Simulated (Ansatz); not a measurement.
The reference is TiSi2 (space group Cmcm, No. 63; a = 3.546 Å, b = 13.565 Å, c = 3.580 Å).

All numbers come from Ansatz (a program for electronic structure) PBE, spin-orbit coupling left out, earlier PAW set.

One change was made to it. Results:

```csv
quantity,base,after
volume per atom,14.35 Å³,14.47 Å³
band gap,zero,zero
```

Problem. Which of these changes matches the shifts?
A) pressure −1 GPa
B) pressure 100 GPa
C) pressure 50 GPa
D) pressure −2 GPa
E) pressure 30 GPa

Solution. A, pressure −1 GPa. For comparison, the volume per atom in the other runs: pressure 30 GPa gives 12.15 Å³; pressure 50 GPa gives 11.30 Å³; pressure −2 GPa gives 14.59 Å³; pressure 100 GPa gives 9.95 Å³.

Load acts through the strain it causes; cell and atoms are relaxed under it. Whether these cells are dynamically stable was not tested. Competing high-pressure phases were not computed. All final runs are without spin polarisation.
